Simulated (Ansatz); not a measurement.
Input:

```xyz
2
Lattice="0.0000 2.7192 2.7192 2.7192 0.0000 2.7192 2.7192 2.7192 0.0000" Properties=species:S:1:pos:R:3 pbc="T T T"
Ga     0.0000     0.0000     0.0000
P      1.3596     1.3596     1.3596
```

Computed with HSE06, rigid bands (plane waves, PAW, scalar-relativistic; Ansatz, a quantum-chemistry and plane-wave program). Geometry: cell and atoms relaxed with PBEsol.

### Question
What conductivity effective mass do dilute electrons have at 300 K?

### Answer
0.34 mₑ.

### Question
Predict the hole conductivity mass (n e² τ/σ) at 300 K, by direction if it differs.

### Answer
0.41 mₑ.

### Question
And the band gap?

### Answer
2.25 eV at this level.

Rigid bands, one relaxation time for all states, no polarons. Spin-orbit coupling is left out; where it splits the top of the valence band it changes the hole mass and lowers the gap by about a third of the splitting. Geometry: cell and atoms relaxed with PBEsol.
